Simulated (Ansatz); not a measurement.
The parent structure is Ir in the fcc (Cu type) structure (space group Fm-3m, No. 225; relaxed with 0.1 eV smearing).

```yaml
crystal:
  lattice:
    - [0.00000, 1.91555, 1.91555]
    - [1.91555, 0.00000, 1.91555]
    - [1.91555, 1.91555, 0.00000]
  atoms:
    - { symbol: Ir, position: [0.00000, 0.00000, 0.00000] }
```

Cartesian axes are those of the cell as printed.

Computed with DFT with PBEsol, PAW potentials and a 420 eV plane-wave cutoff in Ansatz (a first-principles code), no spin-orbit coupling.

It is then changed as follows: tensile biaxial strain of 1.25 % in the plane normal to [111], as in epitaxy on a mismatched substrate; the out-of-plane cell vector and the atoms relax.

Problem. Predict the new energy relative to the base and in-plane stress.

Solution. The energy rises by 11 meV/atom; the mean in-plane stress (compression positive) amounts to -9.9 GPa.

Whether these cells are dynamically stable was not tested. All final runs are without spin polarisation.
